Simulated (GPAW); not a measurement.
Band structure of LaGaNi (P2_1/c, 12 atoms in the cell).

```
CELL_PARAMETERS angstrom
      6.42275     0.00000     0.00000
      0.00000     7.65491     0.00000
     -2.28301     0.00000     5.09363
ATOMIC_POSITIONS crystal
  La 0.34847 0.09783 0.17943
  La 0.65153 0.90217 0.82057
  La 0.65153 0.59783 0.32057
  La 0.34847 0.40217 0.67943
  Ga 0.88277 0.24571 0.68401
  Ga 0.11723 0.75429 0.31599
  Ga 0.11723 0.74571 0.81599
  Ga 0.88277 0.25429 0.18401
  Ni 0.81179 0.95993 0.37955
  Ni 0.18821 0.04007 0.62045
  Ni 0.18821 0.45993 0.12045
  Ni 0.81179 0.54007 0.87955
```

Computed with LDA (Perdew-Wang 92), GPAW PAW datasets LDA (gpaw-data 1.0.1) (plane waves; GPAW).

Settings: mode = pw; ecut = 800 eV; xc = LDA; kpts = 2 2 2; mesh shift (steps) = 0 0 0; occupations.name = marzari-vanderbilt; occupations.width = 0.05 eV; nbands = -20; convergence.density = 1e-05 e/electron; symmetry.symmorphic = false; symmetry.tolerance = 0.0005; maxiter = 150; bandpath_npoints = 50.

The starting cell comes from a database of computed structures (which also holds hypothetical and non-ambient phases and stackings), without a prior relaxation at this level. Spin polarisation is off.

Levels in eV from the Fermi level, bands 57 to 64:
```csv
point,57,58,59,60,61,62,63,64
Γ,-0.83,-0.72,-0.37,-0.34,-0.34,0.25,0.49,0.65
Y,-0.83,-0.67,-0.59,0.01,0.14,0.15,0.50,0.57
H,-0.41,-0.22,-0.17,0.13,0.31,0.32,0.49,0.91
C,-0.55,-0.55,0.30,0.30,0.56,0.56,0.82,0.82
E,-0.35,-0.35,-0.24,-0.24,0.53,0.53,0.81,0.81
M1,-0.25,-0.25,0.01,0.01,0.41,0.41,0.74,0.74
A,-0.44,-0.44,-0.27,-0.27,0.59,0.59,0.78,0.78
X,-0.59,-0.59,0.33,0.33,0.59,0.59,0.75,0.75
D,-0.78,-0.78,-0.21,-0.21,-0.05,-0.05,0.24,0.24
```

Bands cross the Fermi level along this path, so the cell is metallic at this level.
